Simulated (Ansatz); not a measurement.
The reference is ZnIn$_{2}$O$_{4}$ (space group I-4, No. 82; a hypothetical phase, not in the database extracts checked).

```
ZnIn2O4
1.0
   -2.34743     2.34743     5.01347
    2.34743    -2.34743     5.01347
    2.34743     2.34743    -5.01347
In Zn O
2 1 4
Direct
  0.50000   0.50000   0.00000
  0.25000   0.75000   0.50000
  0.00000   0.00000   0.00000
  0.33506   0.85336   0.96237
  0.89099   0.37269   0.03763
  0.14664   0.10901   0.48170
  0.62731   0.66494   0.51830
```

Levels (all Ansatz, an electronic-structure program, PAW): PBEsol (420 eV, no spin-orbit coupling); r2SCAN (500 eV, spin-orbit coupling left out); HSE06 (420 eV, no SOC).

One geometry, relaxed with PBEsol, under each level:

```tsv
level	band gap	lowest conduction level above the VBM at special points	pressure
PBEsol	0.83 eV	Γ 0.83 eV; M 3.25 eV; N 3.55 eV; S 3.84 eV	0.00 GPa
r2SCAN	1.28 eV	Γ 1.28 eV; M 3.76 eV; N 4.08 eV; S 4.38 eV	-0.02 GPa
HSE06	[?]	[?]	–
```

Question: Give the withheld HSE06 results.

Answer: 
- HSE06, band gap: 2.37 eV
- HSE06, lowest conduction level above the VBM at special points: Γ 2.37 eV; M 4.93 eV; N 5.28 eV

Single points use the geometry relaxed with PBEsol. Their cutoffs differ, which shifts pressures a little. Stability against distortions was not tested.
